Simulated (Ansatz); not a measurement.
## What Hf → Tl does to HfO2

Take HfO₂ in the fluorite structure (space group Fm-3m, No. 225; a = 5.059 Å) as the base.

It is then changed as follows: full substitution Hf → Tl, then cell and atoms are relaxed.

All numbers come from r2SCAN/PAW in Ansatz (a program for electronic structure), spin-orbit coupling left out, earlier PAW set. k-mesh 15×15×15 (Γ-centred); smearing 0.05 eV (Fermi–Dirac), for the changed cell.

The volume per atom grows by 2.31 Å³ to 13.10 Å³ and the density drops by 0.81 g/cm³ (10.80 g/cm³ → 9.99 g/cm³). The lattice parameter a increases by 0.640 bohr, from 9.560 bohr to 10.200 bohr and the space group remains Fm-3m (No. 225). The shortest interatomic distance grows by 0.277 bohr to 4.417 bohr and the band gap goes from 4.30 eV to zero. The magnetic state changes from not spin-polarised to ferromagnetic.

Final structure:

```
CELL_PARAMETERS angstrom
      0.00000     2.69871     2.69871
      2.69871     0.00000     2.69871
      2.69871     2.69871     0.00000
ATOMIC_POSITIONS crystal
  Tl 0.00000 0.00000 0.00000
  O  0.25000 0.25000 0.25000
  O  0.75000 0.75000 0.75000
```

The magnetic state is the one reached from the starting moments; the real material's order can differ, and small cells can't hold many antiferromagnetic ones. With Hf present, leaving out spin-orbit coupling can change the band edges. No phonon test of stability was made. As relaxed here, TlO2 is a hypothetical phase, not in the database extracts checked. This is not the structure that HfO2 has at room temperature and ambient pressure.
